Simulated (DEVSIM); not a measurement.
## abrupt GaAs p-n junction

Device: abrupt GaAs p-n junction, at 300 K.

| layer (left to right) | material | thickness (μm) | Nd (cm⁻³) | Na (cm⁻³) | τn (s) | τp (s) |
|---|---|---|---|---|---|---|
| 1 | GaAs | 1.20 | - | 7e16 | 8.3e-10 | 8.3e-10 |
| 2 | GaAs | 110 | 9.1e16 | - | 8.3e-10 | 2.5e-9 |

Left contact: ohmic. Right contact: ohmic. Voltage is applied to the left contact. Recombination: SRH at mid-gap. Mobility is constant in doping.

This is a model device: material constants are rounded textbook-type values typed into the input, and sizes, dopings and lifetimes were drawn at random. Values at 300 K.

| parameter | GaAs |
|---|---|
| gap (eV) | 1.424 |
| affinity (eV) | 4.07 |
| permittivity | 12.9 |
| Nc (cm⁻³) | 4.7e17 |
| Nv (cm⁻³) | 9e18 |
| μn (cm²/Vs) | 8500 |
| μp (cm²/Vs) | 400 |

Simulated with DEVSIM: 1D drift-diffusion, Boltzmann statistics, complete ionisation; no tunnelling, impact ionisation, image-force lowering or self-heating.

- Potential step across the device at zero bias = 1.256 V
- Largest field in the device at zero bias = 120000 V/cm
- Dark forward voltage at 1 A/cm² = 0.988 V
- Dark forward voltage at 100 A/cm² = 1.121 V

Dark reverse current:

```json
[
 {"V (V)": "-0.20", "J (A/cm²)": "-4.1e-10"},
 {"V (V)": "-0.50", "J (A/cm²)": "-8.0e-10"},
 {"V (V)": "-1.00", "J (A/cm²)": "-1.4e-9"},
 {"V (V)": "-1.50", "J (A/cm²)": "-1.9e-9"},
 {"V (V)": "-2.00", "J (A/cm²)": "-2.4e-9"},
 {"V (V)": "-3.00", "J (A/cm²)": "-3.2e-9"},
 {"V (V)": "-4.00", "J (A/cm²)": "-3.9e-9"},
 {"V (V)": "-5.00", "J (A/cm²)": "-4.6e-9"},
 {"V (V)": "-6.50", "J (A/cm²)": "-5.5e-9"},
 {"V (V)": "-8.00", "J (A/cm²)": "-6.4e-9"},
 {"V (V)": "-10.00", "J (A/cm²)": "-7.4e-9"}
]
```

Dark forward current:

(V (V), J (A/cm²)): (0.05, 3.0e-10); (0.15, 3.0e-9); (0.25, 2.2e-8); (0.35, 1.6e-7); (0.45, 1.2e-6); (0.55, 8.7e-6); (0.65, 6.7e-5); (0.80, 0.0020); (0.90, 0.042); (1.00, 1.5); (1.10, 57); (1.20, 530); (1.30, 1400); (1.40, 2300)
